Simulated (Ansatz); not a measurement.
For Ga3AlAs4 (model structure, P-4m2, No. 115, 8 atoms in the cell), PBEsol (plane waves, PAW; Ansatz, a first-principles code) gives:

lattice constant a: 4.006 Å
lattice parameter c: 11.318 Å
bulk modulus B0: 70.1 GPa
cohesive energy: 3.68 eV/atom
band gap: 0.73 eV

Q: What does r²SCAN (plane waves, PAW; Ansatz) give for the same quantities?

A: 
- lattice constant a: 4.011 Å (grows by 0.1 %)
- lattice parameter c: 11.333 Å (increases by 0.1 %)
- bulk modulus: 73.4 GPa (grows by 4.7 %)
- cohesive energy: 3.44 eV/atom (decreases by 0.24 eV/atom)
- band gap: 1.28 eV (goes up by 0.55 eV)

Changes are worked out from the printed values.

Unless a cell is named, each level is at its own relaxed cell (PBEsol 22.71, r²SCAN 22.79 Å³/atom).

Spin–orbit coupling is included only where a level's name says +SOC; with heavier elements it mostly lowers gaps and can invert bands. Density-functional gaps are differences of (generalised) Kohn–Sham levels.

Caveats: the bulk modulus is −V dP/dV from two relaxed cells at ±2 % in volume (PBEsol, r²SCAN). Ansatz's density-functional and Hartree–Fock values are scalar-relativistic unless marked +SOC, with PAW data made under PBE.

A model structure was made by putting elements into a prototype or built by hand; it is no filed structure, need not be a known phase, and can be a saddle point held by its symmetry.
